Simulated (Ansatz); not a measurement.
Consider PtGe (space group Pnma, No. 62; a = 5.7718 Å, b = 3.7130 Å, c = 6.1288 Å). Axes: x, y, z lie along a, b, c of the conventional cell.

The values are results of Ansatz (a program for electronic structure) r2SCAN, no SOC, not measurements.

For the base:

```
Item                Value
---------------  --------
Volume per atom  16.42 Å³
```

Now apply this change: compressive biaxial strain of 1.42 % in the plane normal to [001], as in epitaxy on a mismatched substrate; the out-of-plane cell vector and the atoms relax.

Q: How does this affect the volume per atom?

A: The volume per atom drops by 0.22 Å³ to 16.20 Å³.

Without a gap, meshes like the base's 8×13×8 leave anisotropic stresses uncertain by several tenths of a GPa, and small strain energies with them. Stability against distortions was not tested. The final runs are not spin-polarised.
